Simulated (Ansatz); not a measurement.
# CsPbBr3 (Pnma, No. 62, 20 atoms in the cell; start mp-567681)

These are r²SCAN+rVV10 (PAW; Ansatz, a quantum-chemistry and plane-wave program) values and carry that method's errors.

Run with plane-wave cutoff 560 eV, 4×8×2 k mesh (along the axes of the cell as run), Fermi–Dirac smearing 0.01 eV, scalar-relativistic PAW data made under PBE.

Cell (relaxed at this level):

```xyz
20
Lattice="9.6829 0.0000 0.0000 0.0000 4.5605 0.0000 0.0000 0.0000 16.6937" Properties=species:S:1:pos:R:3 pbc="T T T"
Cs     8.8316     1.1401    11.2024
Cs     0.8514     3.4203     5.4914
Cs     5.6928     3.4203     2.8555
Cs     3.9901     1.1401    13.8382
Pb     8.1124     3.4203    15.6507
Pb     1.5706     1.1401     1.0430
Pb     6.4120     1.1401     7.3038
Pb     3.2709     3.4203     9.3899
Br     5.1471     1.1401    10.2669
Br     4.5358     3.4203     6.4268
Br     9.3773     3.4203     1.9200
Br     0.3057     1.1401    14.7737
Br     1.9075     3.4203    11.8983
Br     7.7754     1.1401     4.7954
Br     2.9340     1.1401     3.5514
Br     6.7490     3.4203    13.1423
Br     6.4163     1.1401     0.0183
Br     3.2666     3.4203    16.6754
Br     8.1081     3.4203     8.3652
Br     1.5748     1.1401     8.3286
```

```yaml
band_gap: 3.26 eV (on the SCF k mesh)
direct gap at Γ: 3.45 eV
```

Note: the relaxation could not lower the start's symmetry, so the cell can be a saddle point above a distorted one.

Spin–orbit coupling is not included; with these elements it can move the gap by several tenths of an eV or more.

Cost on a shared machine: around 40 core-minutes (rough).

A start named mp-… is a Materials Project structure, which need not be a measured phase.
